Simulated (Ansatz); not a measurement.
## V (model structure, started from the diamond type, Fd-3m, No. 227, 2 atoms in the cell)

These are r²SCAN in Ansatz (PAW) values and carry that method's errors.

Numerical settings: plane-wave cutoff 560 eV, 18×18×18 k mesh, Fermi–Dirac smearing 0.05 eV, spin-polarised with parallel moments, scalar-relativistic PAW data made under PBE.

Cell (relaxed at this level):

```
V
1.0
    0.00000     2.71154     2.71154
    2.71154     0.00000     2.71154
    2.71154     2.71154     0.00000
V
2
Direct
  0.75000   0.75000   0.75000
  0.50000   0.50000   0.50000
```
Starting moments (μB, in the order of the record's atoms V V): 2.0 2.0.

```yaml
band_gap: none
bulk_modulus: 49.4 GPa
```

Note: the magnetic order was assumed, not searched for or taken from measurement; the bulk modulus is −V dP/dV from two relaxed cells at ±2 % in volume; the relaxation could raise the start's symmetry but not lower it, so the cell can be a saddle point.

The computed numbers hold no vibrational or temperature effects.

The result took around 7 core-minutes (rough).

A model structure was made by putting elements into a prototype or built by hand; it is no filed structure, need not be a known phase, and can be a saddle point held by its symmetry.

Ansatz is a quantum-chemistry and plane-wave program.
